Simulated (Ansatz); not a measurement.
# What Ce → Eu does to Ce

The reference is Ce in the fcc (Cu type) structure (space group Fm-3m, No. 225; a = 4.664 Å).

Perturbation: full substitution Ce → Eu, then cell and atoms are relaxed.

All numbers come from r2SCAN (Ansatz, an electronic-structure program, PAW, no SOC). Γ-centred 15×15×15 mesh, Fermi–Dirac width 0.05 eV, for the changed cell.

```tsv
quantity	base	changed	shift
volume per atom	25.36 Å³	42.32 Å³	+16.954 Å³
lattice parameter a	8.814 bohr	10.454 bohr	+1.640 bohr
band gap	zero	zero	–
magnetic state	non-magnetic	ferromagnetic	–
largest site moment	0.00 μB	7.39 μB	+7.39 μB
```

Final structure:

```
Eu
1.0
    0.00000     2.76589     2.76589
    2.76589     0.00000     2.76589
    2.76589     2.76589     0.00000
Eu
1
Cartesian
  0.00000   0.00000   0.00000
```

Cost of the whole job for the changed cell (relaxation, final SCF and bands): around 4 core-minutes (rough).

Other magnetic orders, which the real material may have, were not ruled out. The 4f electrons are in the valence with no U and their state was not checked, so volumes and moments can be off. Stability against distortions was not tested. For Eu in this form, whether it has been made was not checked. Starting moments died away, wholly or in part, for the base; another magnetic solution may exist. Spin-polarised in the final run: Eu; the other runs are not. This is not the structure that Eu has at room temperature and ambient pressure.
